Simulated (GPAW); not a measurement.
Band structure of HfMg6Sb (Amm2, 8 atoms in the cell).

```xyz
8
Lattice="5.4187 0.0000 0.0000 0.0000 3.0911 5.6868 0.0000 -3.0911 5.6868" Properties=species:S:1:pos:R:3 pbc="T T T"
Mg     2.7093     1.5585     4.7472
Mg     2.7093    -1.5585     4.7472
Mg     0.0000     1.5030     6.6137
Mg     0.0000    -1.5030     6.6137
Mg     0.0000     0.0000     3.8142
Mg     0.0000     0.0000     9.4421
Hf     2.7093     0.0000     7.6128
Sb     2.7093     0.0000     1.9035
```

Method of the run: PBEsol, GPAW PAW datasets PBEsol (made by gpaw-setup) (plane waves; GPAW).

Settings: mode = pw; ecut = 800 eV; xc = PBEsol; kpts = 3 3 3; mesh shift (steps) = 0 0 0; occupations.name = fermi-dirac; occupations.width = 0.1 eV; nbands = -16; convergence.forces = 0.001 eV/Å; symmetry.symmorphic = false; symmetry.tolerance = 0.0005; maxiter = 150; bandpath_npoints = 40.

The starting cell comes from a database of computed structures (which also holds hypothetical and non-ambient phases and stackings), without a prior relaxation at this level. Its lattice was rescaled by a random factor within 2.5 % of one. Spin-orbit coupling is off.

Levels in eV from the Fermi level, bands 41 to 47:
```tsv
point	41	42	43	44	45	46	47
Γ	-1.71	-1.69	-0.11	0.02	0.55	0.82	1.06
X	-1.16	-0.99	-0.14	-0.11	-0.06	1.12	1.34
S	-1.25	-0.48	-0.42	-0.40	0.81	1.05	1.38
R	-1.98	-1.43	0.24	0.57	0.84	1.21	1.60
A	-1.18	-0.28	-0.21	-0.14	0.33	0.91	1.30
Z	-1.51	-1.40	-0.93	-0.80	-0.64	-0.56	-0.42
Y	-1.37	-0.62	-0.30	-0.22	-0.14	0.65	0.99
X1	-1.16	-0.99	-0.14	-0.11	-0.06	1.12	1.34
A1	-1.18	-0.28	-0.21	-0.14	0.33	0.91	1.30
T	-2.08	-0.34	0.14	0.27	0.76	0.97	1.28
```

Bands cross the Fermi level along this path, so the cell is metallic at this level.
